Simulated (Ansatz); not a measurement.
System: interstitial Na in monoclinic ZrO2 strained by +1.5 % along x and y, z held (charge state +1). Level of theory: PBE, PAW (plane waves to 420 eV; Ansatz, a first-principles code).

Cell of 96 host sites held at the strained lattice (strain from the relaxed PBE one, atoms relaxed); the Γ point alone; Fermi-Dirac width 0.01 eV, spin-restricted; finite-size errors left in. Energies are static. The charge state is imposed; whether it is stable for some Fermi level was not computed. Sites that were not tried may lie lower.

The step: a direct jump of one Na atom; the atom moves 1.60 Å along (-0.27, 0.10, -0.15) of the unit cell; the moving atom starts with neighbours O at 2.07, O at 2.09, O at 2.19, O at 2.32, O at 2.38, O at 2.61; Zr at 2.53 Å and ends with O at 2.07, O at 2.09, O at 2.19, O at 2.32, O at 2.38, O at 2.61; Zr at 2.53 Å. On the band's own sampling the forward barrier is 0.15 eV. Harmonic modes of the moving Na atom alone, all others held, come from finite differences of 0.015 Å. The saddle point's order was not checked, and it lies on a symmetry element of the cell, where a band can be held.

Problem. Which three frequencies does the atom have at the start and at the saddle point?

Solution. start 5.4, 11.0, 12.6 THz; saddle point 0.9i, 11.8 and 13.5 THz.

Problem. What attempt frequency and zero-point change of the barrier follow from these modes alone, and what classical rate at 1000 K?

Solution. ν = (5.4 × 11.0 × 12.6) / (11.8 × 13.5) ≈ 4.6 THz. The zero-point energy changes the barrier by h/2 × (25.3 − 28.9) THz = -0.007 eV. The classical rate is ν exp(−0.15/0.0862) ≈ 8e11 s⁻¹. One atom's modes give a rough prefactor, not that of the whole cell.
